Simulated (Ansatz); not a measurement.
The parent structure is Pd in the fcc (Cu type) structure (space group Fm-3m, No. 225; a = 3.876 Å). Axes: x, y, z lie along the cube axes.

Method: PBEsol (Ansatz, an electronic-structure program), no SOC.

Strains are applied to the cell and any free atomic positions relax; under biaxial strain the out-of-plane vector relaxes too.

One change was made to it. Results:

The energy rises by 2.1 meV/atom; the shortest interatomic distance drops by 0.0053 Å to 2.735 Å; the pressure (mean of the normal stresses, compression positive) goes from zero to -2.5 GPa.

### Question
Name the change that was made.
A. biaxial strain +2.47 %, plane normal [001], relaxed out of plane
B. tensor shear ε_yz = −0.60 %
C. strain tensor (xx, yy, zz, yz, xz, xy) = (+1.15, −0.34, +0.49, +0.27, −0.12, −0.32) %

### Answer
C, strain tensor (xx, yy, zz, yz, xz, xy) = (+1.15, −0.34, +0.49, +0.27, −0.12, −0.32) %. For comparison, the energy relative to the base in the other runs: tensor shear ε_yz = −0.60 % gives +0.5 meV/atom; biaxial strain +2.47 %, plane normal [001], relaxed out of plane gives +6.9 meV/atom.

Without a gap, meshes like the base's 21×21×21 leave anisotropic stresses uncertain by several tenths of a GPa, and small strain energies with them. No phonon test of stability was made. All final runs are without spin polarisation.
